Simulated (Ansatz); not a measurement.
Base system: Au in the fcc (Cu type) structure (space group Fm-3m, No. 225; relaxed with 0.1 eV smearing).

```
Au
1.0
    0.00000     2.04143     2.04143
    2.04143     0.00000     2.04143
    2.04143     2.04143     0.00000
Au
1
Cartesian
  0.00000   0.00000   0.00000
```

Cartesian axes are those of the cell as printed.

Computed with PBEsol (Ansatz, a quantum-chemistry and plane-wave program), no spin-orbit coupling, earlier PAW set.

Strains are applied to the cell and any free atomic positions relax; under biaxial strain the out-of-plane vector relaxes too.

One change was made to it. Results:

The shortest interatomic distance falls by 0.111 Å to 2.776 Å; the energy grows by 17 meV/atom; the pressure (mean of the normal stresses, compression positive) goes from zero to 2.4 GPa.

**Question.** Which of these changes matches the shifts?
A) tensor shear ε_yz = +0.98 %
B) isotropic strain +3.72 %
C) biaxial strain +1.97 %, plane normal [111], relaxed out of plane
D) uniaxial strain ε_yy = −2.44 %
E) biaxial strain −3.86 %, plane normal [110], relaxed out of plane

**Answer.** E, biaxial strain −3.86 %, plane normal [110], relaxed out of plane. For comparison, the energy relative to the base in the other runs: tensor shear ε_yz = +0.98 % gives +0.8 meV/atom; isotropic strain +3.72 % gives +97 meV/atom; uniaxial strain ε_yy = −2.44 % gives +6.5 meV/atom; biaxial strain +1.97 %, plane normal [111], relaxed out of plane gives +6.2 meV/atom.

Stability against distortions was not tested.
